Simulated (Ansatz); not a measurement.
WSi2: stress against strain

WSi2 (MoSi2 type, I4/mmm, 13.362 Å³/atom and stress up to 0.01 GPa in the relaxed cell, c along z) under a strain ε along a (axis x), the other axes held. PBEsol in Ansatz, a plane-wave DFT program (PAW, default set), 420 eV, 25×25×25 Γ-centred mesh, Fermi-Dirac smearing 0.10 eV; ions are relaxed, or left where forces stay under 0.02 eV/Å, within the symmetry of each cell. Stress is positive for a compressed cell.

Here s stands for strain and y for stress xx.

| strain (%) | stress xx (GPa) |
|---|---|
| -1.50 | 6.84 |
| -1.00 | 4.50 |
| -0.50 | 2.22 |
| 0.00 | 0.00 |
| 0.50 | -2.16 |
| 1.00 | -4.25 |
| 1.50 | -6.28 |
| 3.00 | ? |

Taking a straight line for y over the 7 complete rows: Means: s 0, y 0.124. About the means, the sum of products is -30.620 and the sum of squares of s is 7.0000; the slope is their ratio. Least squares gives y = 0.124 - 4.3743·s. Residuals (row less fit): 0.155, 0.002, -0.091, -0.124, -0.097, 0.000, 0.157; standard error 0.128 (degrees of freedom: 5). The slope gives the elastic constant C11 = about 440 GPa.

Problem. Predict the withheld y at s = 3.00 from the fit, and compare with the calculation.

Solution. y = 0.124 - 4.3743 × 3.0 = -12.999 GPa. The calculation gives -11.99 GPa, 1.009 GPa above the prediction (5.4 % of the range of y in the table). The row lies outside the fitted rows, so this is an extrapolation. From the scatter of the fitted rows alone, a prediction at this place has a standard error of 0.199 GPa, so the miss is 5.1 times that.

A polynomial of degree 2 through the 12 other runs of the series gives -11.98 there, so most of the miss is curvature that the fit leaves out. In a metal these values are sensitive to mesh and smearing; energies are taken to zero smearing, stresses follow the free energy. Spin-orbit coupling is left out, which can shift these values for the heavy elements here. Rows are the converged runs of the series near zero and its far end; series whose fitted rows scatter by over a few per cent of the range, as at a crossing or softening among them, aren't shown in this form, nor equations of state whose B0' disagrees with the runs' pressures. Most that stay on the fit to the last digits aren't either.
